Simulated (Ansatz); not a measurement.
**One B atom on a Si site, 4x4x4 cubic cells, neutral, without spin**

Geometry as solved with PBE, support functions at accuracy medium on the grid of 420 eV (Ansatz, a quantum-chemistry and plane-wave program).

```xyz
512
Lattice="21.88 0.00 0.00 0.00 21.88 0.00 0.00 0.00 21.88" Properties=species:S:1:pos:R:3 pbc="T T T"
Si     0.00     0.00     0.00
Si     1.37     1.37     1.37
Si     2.74     2.74     0.00
Si     4.10     4.10     1.37
Si     2.74     0.00     2.74
Si     4.10     1.37     4.10
Si     0.00     2.74     2.74
Si     1.37     4.10     4.10
Si     0.00     0.00     5.47
Si     1.37     1.37     6.84
Si     2.74     2.74     5.47
Si     4.10     4.10     6.84
Si     2.74     0.00     8.21
Si     4.10     1.37     9.57
Si     0.00     2.74     8.21
Si     1.37     4.11     9.57
Si     0.00     0.00    10.94
Si     1.37     1.37    12.31
Si     2.74     2.74    10.94
Si     4.12     4.12    12.30
Si     2.74     0.00    13.67
Si     4.11     1.37    15.04
Si     0.00     2.74    13.67
Si     1.37     4.11    15.04
Si     0.00     0.00    16.41
Si     1.37     1.37    17.78
Si     2.74     2.74    16.41
Si     4.11     4.11    17.77
Si     2.74     0.00    19.14
Si     4.10     1.37    20.51
Si     0.00     2.74    19.14
Si     1.37     4.10    20.51
Si     0.00     5.47     0.00
Si     1.37     6.84     1.37
Si     2.74     8.21     0.00
Si     4.10     9.57     1.37
Si     2.74     5.47     2.74
Si     4.10     6.84     4.10
Si     0.00     8.21     2.74
Si     1.37     9.57     4.11
Si     0.00     5.47     5.47
Si     1.37     6.84     6.84
Si     2.74     8.21     5.47
Si     4.11     9.57     6.84
Si     2.74     5.47     8.21
Si     4.11     6.84     9.57
Si     0.00     8.21     8.21
Si     1.37     9.57     9.57
Si     0.00     5.47    10.94
Si     1.37     6.84    12.31
Si     2.74     8.21    10.94
Si     4.11     9.58    12.30
Si     2.74     5.47    13.67
Si     4.11     6.84    15.04
Si     0.00     8.21    13.67
Si     1.37     9.57    15.04
Si     0.00     5.47    16.41
Si     1.37     6.84    17.77
Si     2.74     8.21    16.41
Si     4.12     9.58    17.76
Si     2.74     5.47    19.14
Si     4.11     6.84    20.51
Si     0.00     8.21    19.14
Si     1.37     9.57    20.51
Si     0.00    10.94     0.00
Si     1.37    12.31     1.37
Si     2.74    13.67     0.00
Si     4.11    15.04     1.37
Si     2.74    10.94     2.74
Si     4.12    12.30     4.12
Si     0.00    13.67     2.74
Si     1.37    15.04     4.11
Si     0.00    10.94     5.47
Si     1.37    12.31     6.84
Si     2.74    13.67     5.47
Si     4.11    15.04     6.84
Si     2.74    10.94     8.21
Si     4.11    12.30     9.58
Si     0.00    13.67     8.21
Si     1.37    15.04     9.57
Si     0.00    10.94    10.94
Si     1.37    12.31    12.31
Si     2.74    13.67    10.94
Si     4.11    15.04    12.31
Si     2.74    10.94    13.67
Si     4.11    12.31    15.04
Si     0.00    13.67    13.67
Si     1.37    15.04    15.04
Si     0.00    10.94    16.41
Si     1.37    12.31    17.78
Si     2.74    13.67    16.41
Si     4.10    15.04    17.78
Si     2.74    10.94    19.14
Si     4.10    12.31    20.51
Si     0.00    13.67    19.14
Si     1.37    15.04    20.51
Si     0.00    16.41     0.00
Si     1.37    17.78     1.37
Si     2.74    19.14     0.00
Si     4.10    20.51     1.37
Si     2.74    16.41     2.74
Si     4.11    17.77     4.11
Si     0.00    19.14     2.74
Si     1.37    20.51     4.10
Si     0.00    16.41     5.47
Si     1.37    17.77     6.84
Si     2.74    19.14     5.47
Si     4.11    20.51     6.84
Si     2.74    16.41     8.21
Si     4.12    17.76     9.58
Si     0.00    19.14     8.21
Si     1.37    20.51     9.57
Si     0.00    16.41    10.94
Si     1.37    17.77    12.31
Si     2.74    19.14    10.94
Si     4.10    20.51    12.31
Si     2.74    16.41    13.67
Si     4.10    17.78    15.04
Si     0.00    19.14    13.67
Si     1.37    20.51    15.04
Si     0.00    16.41    16.41
Si     1.37    17.78    17.78
Si     2.74    19.14    16.41
Si     4.10    20.51    17.78
Si     2.74    16.41    19.14
Si     4.10    17.78    20.51
Si     0.00    19.14    19.14
Si     1.37    20.51    20.51
Si     5.47     0.00     0.00
Si     6.84     1.37     1.37
Si     8.21     2.74     0.00
Si     9.57     4.10     1.37
Si     8.21     0.00     2.74
Si     9.57     1.37     4.10
Si     5.47     2.74     2.74
Si     6.84     4.10     4.10
Si     5.47     0.00     5.47
Si     6.84     1.37     6.84
Si     8.21     2.74     5.47
Si     9.57     4.11     6.84
Si     8.21     0.00     8.21
Si     9.57     1.37     9.57
Si     5.47     2.74     8.21
Si     6.84     4.11     9.57
Si     5.47     0.00    10.94
Si     6.84     1.37    12.31
Si     8.21     2.74    10.94
Si     9.58     4.11    12.30
Si     8.21     0.00    13.67
Si     9.57     1.37    15.04
Si     5.47     2.74    13.67
Si     6.84     4.11    15.04
Si     5.47     0.00    16.41
Si     6.84     1.37    17.77
Si     8.21     2.74    16.41
Si     9.58     4.12    17.76
Si     8.21     0.00    19.14
Si     9.57     1.37    20.51
Si     5.47     2.74    19.14
Si     6.84     4.11    20.51
Si     5.47     5.47     0.00
Si     6.84     6.84     1.37
Si     8.21     8.21     0.00
Si     9.57     9.57     1.37
Si     8.21     5.47     2.74
Si     9.57     6.84     4.11
Si     5.47     8.21     2.74
Si     6.84     9.57     4.11
Si     5.47     5.47     5.47
Si     6.84     6.84     6.84
Si     8.21     8.21     5.48
Si     9.57     9.57     6.86
Si     8.21     5.48     8.21
Si     9.57     6.86     9.57
Si     5.48     8.21     8.21
Si     6.86     9.57     9.57
Si     5.49     5.49    10.94
Si     6.88     6.88    12.30
Si     8.27     8.27    10.95
Si     9.74     9.74    12.14
Si     8.21     5.48    13.67
Si     9.58     6.88    15.00
Si     5.48     8.21    13.67
Si     6.87     9.58    15.01
Si     5.47     5.47    16.41
Si     6.84     6.84    17.77
Si     8.21     8.21    16.40
Si     9.58     9.58    17.77
Si     8.21     5.47    19.14
Si     9.57     6.84    20.51
Si     5.47     8.21    19.14
Si     6.84     9.57    20.51
Si     5.47    10.94     0.00
Si     6.84    12.31     1.37
Si     8.21    13.67     0.00
Si     9.57    15.04     1.37
Si     8.21    10.94     2.74
Si     9.58    12.30     4.11
Si     5.47    13.67     2.74
Si     6.84    15.04     4.11
Si     5.49    10.94     5.49
Si     6.88    12.30     6.88
Si     8.21    13.67     5.48
Si     9.58    15.00     6.88
Si     8.27    10.96     8.27
Si     9.74    12.14     9.74
Si     5.48    13.67     8.21
Si     6.88    15.00     9.58
Si     5.49    10.94    10.94
Si     6.86    12.31    12.31
Si     8.27    13.62    10.92
Si     9.57    15.02    12.31
Si     8.26    10.92    13.62
Si     9.57    12.31    15.02
Si     5.48    13.67    13.67
Si     6.84    15.04    15.04
Si     5.49    10.94    16.39
Si     6.84    12.31    17.77
Si     8.21    13.67    16.40
Si     9.57    15.04    17.77
Si     8.21    10.94    19.14
Si     9.57    12.31    20.51
Si     5.47    13.67    19.14
Si     6.84    15.04    20.51
Si     5.47    16.41     0.00
Si     6.84    17.77     1.37
Si     8.21    19.14     0.00
Si     9.57    20.51     1.37
Si     8.21    16.41     2.74
Si     9.58    17.76     4.12
Si     5.47    19.14     2.74
Si     6.84    20.51     4.11
Si     5.47    16.41     5.47
Si     6.84    17.77     6.84
Si     8.21    19.14     5.47
Si     9.57    20.51     6.84
Si     8.21    16.40     8.21
Si     9.58    17.77     9.58
Si     5.47    19.14     8.21
Si     6.84    20.51     9.57
Si     5.49    16.39    10.94
Si     6.84    17.77    12.31
Si     8.21    19.14    10.94
Si     9.57    20.51    12.31
Si     8.21    16.40    13.67
Si     9.57    17.77    15.04
Si     5.47    19.14    13.67
Si     6.84    20.51    15.04
Si     5.47    16.41    16.41
Si     6.84    17.78    17.78
Si     8.21    19.14    16.41
Si     9.57    20.51    17.78
Si     8.21    16.41    19.14
Si     9.57    17.78    20.51
Si     5.47    19.14    19.14
Si     6.84    20.51    20.51
Si    10.94     0.00     0.00
Si    12.31     1.37     1.37
Si    13.67     2.74     0.00
Si    15.04     4.11     1.37
Si    13.67     0.00     2.74
Si    15.04     1.37     4.11
Si    10.94     2.74     2.74
Si    12.30     4.12     4.12
Si    10.94     0.00     5.47
Si    12.31     1.37     6.84
Si    13.67     2.74     5.47
Si    15.04     4.11     6.84
Si    13.67     0.00     8.21
Si    15.04     1.37     9.57
Si    10.94     2.74     8.21
Si    12.30     4.11     9.58
Si    10.94     0.00    10.94
Si    12.31     1.37    12.31
Si    13.67     2.74    10.94
Si    15.04     4.11    12.31
Si    13.67     0.00    13.67
Si    15.04     1.37    15.04
Si    10.94     2.74    13.67
Si    12.31     4.11    15.04
Si    10.94     0.00    16.41
Si    12.31     1.37    17.77
Si    13.67     2.74    16.41
Si    15.04     4.10    17.78
Si    13.67     0.00    19.14
Si    15.04     1.37    20.51
Si    10.94     2.74    19.14
Si    12.31     4.11    20.51
Si    10.94     5.47     0.00
Si    12.31     6.84     1.37
Si    13.67     8.21     0.00
Si    15.04     9.57     1.37
Si    13.67     5.47     2.74
Si    15.04     6.84     4.11
Si    10.94     8.21     2.74
Si    12.30     9.58     4.11
Si    10.94     5.49     5.49
Si    12.30     6.87     6.87
Si    13.67     8.21     5.48
Si    15.00     9.58     6.88
Si    13.67     5.48     8.21
Si    15.00     6.88     9.58
Si    10.95     8.26     8.26
Si    12.15     9.73     9.73
Si    10.94     5.49    10.94
Si    12.31     6.86    12.31
Si    13.61     8.27    10.93
Si    15.02     9.57    12.31
Si    13.67     5.48    13.67
Si    15.04     6.84    15.04
Si    10.93     8.27    13.61
Si    12.31     9.57    15.02
Si    10.94     5.49    16.39
Si    12.31     6.84    17.77
Si    13.67     8.21    16.40
Si    15.04     9.57    17.77
Si    13.67     5.47    19.14
Si    15.04     6.84    20.51
Si    10.94     8.21    19.14
Si    12.31     9.57    20.51
Si    10.94    10.94     0.00
Si    12.31    12.31     1.37
Si    13.67    13.67     0.00
Si    15.04    15.04     1.37
Si    13.67    10.94     2.74
Si    15.04    12.31     4.11
Si    10.94    13.67     2.74
Si    12.31    15.04     4.11
Si    10.94    10.94     5.49
Si    12.31    12.31     6.86
Si    13.67    13.67     5.48
Si    15.04    15.04     6.84
Si    13.61    10.93     8.27
Si    15.02    12.31     9.57
Si    10.93    13.61     8.27
Si    12.31    15.02     9.57
B     10.94    10.94    10.94
Si    12.14    12.14    12.15
Si    13.61    13.61    10.95
Si    15.00    15.00    12.30
Si    13.62    10.95    13.61
Si    15.00    12.30    15.00
Si    10.96    13.62    13.62
Si    12.30    15.00    15.01
Si    10.94    10.94    16.39
Si    12.30    12.30    17.77
Si    13.67    13.67    16.40
Si    15.04    15.04    17.77
Si    13.67    10.94    19.14
Si    15.04    12.31    20.51
Si    10.94    13.67    19.14
Si    12.31    15.04    20.51
Si    10.94    16.41     0.00
Si    12.31    17.77     1.37
Si    13.67    19.14     0.00
Si    15.04    20.51     1.37
Si    13.67    16.41     2.74
Si    15.04    17.78     4.10
Si    10.94    19.14     2.74
Si    12.31    20.51     4.10
Si    10.94    16.39     5.49
Si    12.31    17.77     6.84
Si    13.67    19.14     5.47
Si    15.04    20.51     6.84
Si    13.67    16.40     8.21
Si    15.04    17.77     9.57
Si    10.94    19.14     8.21
Si    12.31    20.51     9.57
Si    10.94    16.39    10.94
Si    12.30    17.77    12.30
Si    13.67    19.14    10.94
Si    15.04    20.51    12.31
Si    13.67    16.40    13.67
Si    15.04    17.77    15.04
Si    10.94    19.14    13.67
Si    12.31    20.51    15.04
Si    10.94    16.39    16.39
Si    12.30    17.76    17.76
Si    13.67    19.14    16.41
Si    15.04    20.51    17.77
Si    13.67    16.41    19.14
Si    15.04    17.77    20.51
Si    10.94    19.14    19.14
Si    12.31    20.51    20.51
Si    16.41     0.00     0.00
Si    17.78     1.37     1.37
Si    19.14     2.74     0.00
Si    20.51     4.10     1.37
Si    19.14     0.00     2.74
Si    20.51     1.37     4.10
Si    16.41     2.74     2.74
Si    17.77     4.11     4.11
Si    16.41     0.00     5.47
Si    17.77     1.37     6.84
Si    19.14     2.74     5.47
Si    20.51     4.11     6.84
Si    19.14     0.00     8.21
Si    20.51     1.37     9.57
Si    16.41     2.74     8.21
Si    17.76     4.12     9.58
Si    16.41     0.00    10.94
Si    17.77     1.37    12.31
Si    19.14     2.74    10.94
Si    20.51     4.10    12.31
Si    19.14     0.00    13.67
Si    20.51     1.37    15.04
Si    16.41     2.74    13.67
Si    17.78     4.10    15.04
Si    16.41     0.00    16.41
Si    17.78     1.37    17.78
Si    19.14     2.74    16.41
Si    20.51     4.10    17.78
Si    19.14     0.00    19.14
Si    20.51     1.37    20.51
Si    16.41     2.74    19.14
Si    17.78     4.10    20.51
Si    16.41     5.47     0.00
Si    17.77     6.84     1.37
Si    19.14     8.21     0.00
Si    20.51     9.57     1.37
Si    19.14     5.47     2.74
Si    20.51     6.84     4.11
Si    16.41     8.21     2.74
Si    17.76     9.58     4.12
Si    16.41     5.47     5.47
Si    17.77     6.84     6.84
Si    19.14     8.21     5.47
Si    20.51     9.57     6.84
Si    19.14     5.47     8.21
Si    20.51     6.84     9.57
Si    16.40     8.21     8.21
Si    17.77     9.58     9.58
Si    16.39     5.49    10.94
Si    17.77     6.84    12.31
Si    19.14     8.21    10.94
Si    20.51     9.57    12.31
Si    19.14     5.47    13.67
Si    20.51     6.84    15.04
Si    16.40     8.21    13.67
Si    17.77     9.57    15.04
Si    16.41     5.47    16.41
Si    17.78     6.84    17.78
Si    19.14     8.21    16.41
Si    20.51     9.57    17.78
Si    19.14     5.47    19.14
Si    20.51     6.84    20.51
Si    16.41     8.21    19.14
Si    17.78     9.57    20.51
Si    16.41    10.94     0.00
Si    17.78    12.31     1.37
Si    19.14    13.67     0.00
Si    20.51    15.04     1.37
Si    19.14    10.94     2.74
Si    20.51    12.31     4.10
Si    16.41    13.67     2.74
Si    17.78    15.04     4.10
Si    16.39    10.94     5.49
Si    17.77    12.31     6.84
Si    19.14    13.67     5.47
Si    20.51    15.04     6.84
Si    19.14    10.94     8.21
Si    20.51    12.31     9.57
Si    16.40    13.67     8.21
Si    17.77    15.04     9.57
Si    16.39    10.94    10.94
Si    17.77    12.30    12.30
Si    19.14    13.67    10.94
Si    20.51    15.04    12.31
Si    19.14    10.94    13.67
Si    20.51    12.31    15.04
Si    16.40    13.67    13.67
Si    17.77    15.04    15.04
Si    16.39    10.94    16.39
Si    17.76    12.30    17.76
Si    19.14    13.67    16.41
Si    20.51    15.04    17.77
Si    19.14    10.94    19.14
Si    20.51    12.31    20.51
Si    16.41    13.67    19.14
Si    17.77    15.04    20.51
Si    16.41    16.41     0.00
Si    17.78    17.78     1.37
Si    19.14    19.14     0.00
Si    20.51    20.51     1.37
Si    19.14    16.41     2.74
Si    20.51    17.78     4.10
Si    16.41    19.14     2.74
Si    17.78    20.51     4.10
Si    16.41    16.41     5.47
Si    17.78    17.78     6.84
Si    19.14    19.14     5.47
Si    20.51    20.51     6.84
Si    19.14    16.41     8.21
Si    20.51    17.77     9.57
Si    16.41    19.14     8.21
Si    17.77    20.51     9.57
Si    16.39    16.39    10.94
Si    17.76    17.76    12.30
Si    19.14    19.14    10.94
Si    20.51    20.51    12.31
Si    19.14    16.41    13.67
Si    20.51    17.77    15.04
Si    16.41    19.14    13.67
Si    17.77    20.51    15.04
Si    16.41    16.41    16.41
Si    17.77    17.77    17.77
Si    19.14    19.14    16.41
Si    20.51    20.51    17.78
Si    19.14    16.41    19.14
Si    20.51    17.78    20.51
Si    16.41    19.14    19.14
Si    17.78    20.51    20.51
```
